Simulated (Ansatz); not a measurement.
Results of r²SCAN (Ansatz, a quantum-chemistry and plane-wave program, PAW) for SnTe (F-43m, No. 216, 2 atoms in the cell; start mp-16364).

Settings: plane-wave cutoff 500 eV, 10×10×10 k mesh, Fermi–Dirac smearing 0.05 eV, scalar-relativistic PAW data made under PBE.

Cell (relaxed at this level):

Space group F-43m (No. 216); a = 7.1663 Å, b = 7.1663 Å, c = 7.1663 Å, α = 90.00°, β = 90.00°, γ = 90.00°

```csv
atom,site,symmetry,x,y,z
Sn,4a,-43m,0.0000,0.0000,0.0000
Te,4c,-43m,0.2500,0.2500,0.2500
```
(The calculation used a cell of 2 atoms; values per cell refer to that cell.)

### Question
Give the computed band gap.

### Answer

* **band gap**: 0.17 eV (on the SCF k mesh)

Note: the relaxation could not lower the start's symmetry, so the cell can be a saddle point above a distorted one.

Spin–orbit coupling is not included; with these elements it can move the gap by several tenths of an eV or more.

The computed numbers hold no vibrational or temperature effects.

A start named mp-… is a Materials Project structure, which need not be a measured phase.
